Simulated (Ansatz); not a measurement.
We consider Mo2N (I4₁/amd, No. 141, 6 atoms in the cell; start mp-27953), described by r²SCAN (plane waves, PAW; Ansatz, an electronic-structure program).

Numerical settings: plane-wave cutoff 560 eV, 18×18×18 k mesh, Fermi–Dirac smearing 0.05 eV, no spin polarisation, scalar-relativistic PAW data made under PBE.

Cell (relaxed at this level):

```xyz
6
Lattice="-2.1274 2.1274 3.9632 2.1274 -2.1274 3.9632 2.1274 2.1274 -3.9632" Properties=species:S:1:pos:R:3 pbc="T T T"
Mo     0.0000     2.1274     3.8557
Mo     0.0000     0.0000     1.8741
Mo     0.0000     0.0000     6.0523
Mo     0.0000     2.1274     0.1075
N      2.1274     0.0000     1.9816
N      0.0000     0.0000     3.9632
```

What does this level give for the bulk modulus?


bulk modulus: 315 GPa

The run finds no gap.

Note: the bulk modulus is −V dP/dV from two relaxed cells at ±2 % in volume; the relaxation could not lower the start's symmetry, so the cell can be a saddle point above a distorted one.

It cost around 9 core-minutes (rough) of CPU time.

A start named mp-… is a Materials Project structure, which need not be a measured phase.
